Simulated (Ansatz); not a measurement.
TiB2, pressure series

The reference is TiB$_{2}$ (space group P6/mmm, No. 191; a = 3.0320 Å, c = 3.2243 Å).

Cell and atoms are relaxed at each pressure.

Computed with DFT with PBE, PAW potentials and a 420 eV plane-wave cutoff in Ansatz (an electronic-structure program), without spin-orbit coupling.

```tsv
P (GPa)	V (Å³/atom)
-2.00	8.626
-1.00	8.591
0.90	8.526
2.10	8.487
4.49	8.410
9.00	8.274
15.00	8.108
22.50	7.920
30.00	7.751
```

A third-order Birch–Murnaghan fit to these points gives V₀ = 8.56 Å³/atom, B₀ = 250 GPa and B₀′ = 3.9. At pressure 30 GPa the volume is 90.6 % of V₀.

Load acts through the strain it causes; cell and atoms are relaxed under it. No phonon test of stability was made. No other phases were tried under pressure. The final runs are not spin-polarised.
